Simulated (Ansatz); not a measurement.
Al₂Cu (I4/mcm, No. 140) was calculated with PBEsol in Ansatz (plane waves, PAW).

Numerical settings: plane-wave cutoff 520 eV, 14×14×14 k mesh, Fermi–Dirac smearing 0.05 eV, no spin polarisation, scalar-relativistic PAW data made under PBE.

Shape and atoms are relaxed at each volume.

Pressure at four volumes; x = ln(V/14.453 Å³). One pressure is withheld.

```
V (Å³/atom)        x  P (GPa)
-----------  -------  -------
13.875       -0.0408     4.87
14.453        0.0000     0.00
14.742        0.0198    -2.06
15.031        0.0392        ?
```

Problem. Pass a parabola P(x) through the three rows shown, estimate the bulk modulus and its pressure derivative near zero pressure, and predict the withheld pressure.

Solution. Slopes between the rows: (0.00 − (4.87))/(0.0000 − (-0.0408)) = -119.36 and (-2.06 − (0.00))/(0.0198 − (0.0000)) = -104.04 GPa. Their difference over the span 0.0606 is c = 15.32/0.0606 = 252.8 GPa, so P(x) = 4.87 + (-119.36)(x − (-0.0408)) + 252.8 (x − (-0.0408))(x − (0.0000)). At the middle row B = −dP/dx = −[-119.36 + 252.8 × 0.0408] = 109.0 GPa, and B′ = dB/dP = 2c/B = 4.6. At x = 0.0392 the parabola gives -3.89 GPa; the run gives -3.91 GPa. The Birch–Murnaghan fit to the energies at all volumes has B0 = 109 GPa and B′ = 4.4.

Ansatz is a program for electronic structure.
